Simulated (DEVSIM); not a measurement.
Structure: Al/Al2O3/n-Si capacitor, at 250 K.

```csv
layer (left to right),material,thickness (nm),Nd (cm⁻³)
1,Al2O3,15.0,-
2,Si,350,2.7e18
```

Metal gate on the left, work function 4.1 eV. Fixed charge at the semiconductor interface 2e10 cm⁻² (in units of +e); no interface traps.

This is a model device: material constants are rounded textbook-type values typed into the input, and sizes, dopings and lifetimes were drawn at random. Values at 300 K; Nc and Nv go as T^1.5, mobilities as T to minus their exponent, the gap by Varshni's rule with the affinity fixed.

| parameter | Al2O3 | Si |
|---|---|---|
| gap (eV) | 6.8 | 1.124 |
| affinity (eV) | 1.35 | 4.05 |
| permittivity | 9 | 11.7 |
| Nc (cm⁻³) | - | 2.86e19 |
| Nv (cm⁻³) | - | 3.1e19 |
| Varshni α (eV/K) | - | 0.000473 |
| Varshni β (K) | - | 636 |

Model (solved in DEVSIM): 1D Poisson equation in equilibrium, Boltzmann statistics, complete ionisation; no quantum confinement or tunnelling. Metal contacts follow the ideal Schottky-Mott rule: no Fermi-level pinning, no interface dipoles.

The temperature was swept, all else fixed.

```tsv
temperature (K)	minimum of the low-frequency capacitance (μF/cm²)	flat-band voltage (V)
250	0.258	0.00
300	0.262	-0.02
350	0.269	-0.03
400	0.274	-0.05
450	0.281	-0.07
500	0.289	-0.09
```

From the first row to the last the minimum of the low-frequency capacitance goes from 0.258 to 0.289. From the first row to the last the flat-band voltage goes from 0.00 to -0.09.
